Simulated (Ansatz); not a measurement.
Consider the following.

```
CELL_PARAMETERS angstrom
      0.00000     3.15937     3.49999
      3.15937     0.00000     3.49999
      3.15937     3.15937     0.00000
ATOMIC_POSITIONS crystal
  Hg 0.00000 0.00000 0.00000
  Te 0.25000 0.25000 0.25000
```

The numbers are results of PBEsol, rigid bands (plane waves, PAW, scalar-relativistic; Ansatz, a first-principles code), not measurements. Condition of this run: uniaxial stress zz = -2 GPa (compression positive) (the target of the relaxation). How the cell was made: cell and atoms relaxed with PBEsol, then loaded as said.

Problem. Is this a good metal at this level?

Solution. No. No gap is resolved, and few carriers conduct, as in a semimetal or a zero-gap semiconductor. N(E_F) = 0.025 states/eV a cell at 300 K and the Drude plasma energy along the best axis is 0.31 eV, several times under that of a simple or noble metal.

Spin-orbit coupling is left out; it can open or close a small gap.
